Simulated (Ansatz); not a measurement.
By PBEsol, the system below comes out a metal.

The ballistic (Sharvin) conductance counts the channels at the Fermi level: G/A = (e²/h) × channels of both spins per area.

```
CELL_PARAMETERS angstrom
      3.00153     0.00000     0.00000
     -1.50077     2.59941     0.00000
      1.50077     0.86647     2.45074
ATOMIC_POSITIONS crystal
  Ti 0.00000 0.00000 0.00000
  C  0.00000 0.50000 0.50000
```

The cell is strained (all lengths scaled by 0.98); by PBEsol it stands under a pressure of 9.7 GPa.

The current flows along the normal of the first two printed cell vectors, the (111) plane of the conventional cell. No spin-orbit coupling; the value is a mean over 0.1 eV about the Fermi level.

### Question
Compute, with PBEsol (Ansatz, a program for electronic structure), the ballistic conductance per area.

### Answer
0.33 × 10¹⁵ S/m² for both spins.
